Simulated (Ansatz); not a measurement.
BaCeO3 (R-3c, No. 167, 10 atoms in the cell; start mp-4900; a measured phase of this formula has another space group), treated with PBEsol (Ansatz, a program for electronic structure, PAW).

Settings: plane-wave cutoff 520 eV, 8×8×8 k mesh, Fermi–Dirac smearing 0.01 eV, no spin polarisation, scalar-relativistic PAW data made under PBE.

Cell (relaxed with PBEsol):

```
BaCeO3
1.0
    3.11434     1.79807     4.99218
   -3.11434     1.79807     4.99218
    0.00000    -3.59613     4.99218
Ba Ce O
2 2 6
Cartesian
  0.00000   0.00000   3.74413
  0.00000   0.00000  11.23240
  0.00000   0.00000   0.00000
  0.00000   0.00000   7.48826
  1.78888  -0.49770   8.73631
 -1.78888   0.49770   6.24022
 -0.46341   1.79807   8.73631
  0.46341  -1.79807   6.24022
 -1.32546  -1.30036   8.73631
  1.32546   1.30036   6.24022
```

Question: Estimate the band gap that the calculation returns.

Answer: 
band gap: 2.25 eV

Note: the 4f shell is treated without U or exact exchange, so its levels and filling can be wrong.

Spin–orbit coupling is not included.

The result took around 60 core-seconds (rough).

A start named mp-… is a Materials Project structure, which need not be a measured phase.
